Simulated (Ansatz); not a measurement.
Cr on the Mg site + O vacancy in rock-salt MgO (the name describes the start): one set of geometries, relaxed with PBE, evaluated in Ansatz (PAW, plane waves to 420 eV, 500 eV under r2SCAN) with PBE, r2SCAN.

Details: 64-site cell; 2×2×2 shifted k-points; start: the Mg site; O 2.13 Å away; charged states image-corrected; no Hubbard U; finite-size errors of tenths of an eV; relaxed from one start, so a lower configuration may exist; flagged in the runs: a strain field that reaches the edge of the cell.

```
quantity                                                                                        PBE  r2SCAN
---------------------------------------------------------------------------------------------  ----  ------
host gap (eV)                                                                                  4.46     [?]
largest moment on one atom at charge +2 (μB)                                                   2.62     [?]
neutral formation energy against bcc Cr, antiferromagnetic, hcp Mg, O2 molecule in a box (eV)  9.52     [?]
largest moment on one atom at charge 0 (μB)                                                    2.98     [?]
```

Task: Given the lower rungs, what does r2SCAN give?

Result: 
- host gap (eV), r2SCAN: 5.34
- largest moment on one atom at charge +2 (μB), r2SCAN: 2.68
- neutral formation energy against bcc Cr, antiferromagnetic, hcp Mg, O2 molecule in a box (eV), r2SCAN: 9.74
- largest moment on one atom at charge 0 (μB), r2SCAN: 3.07

Ansatz is a quantum-chemistry and plane-wave program.
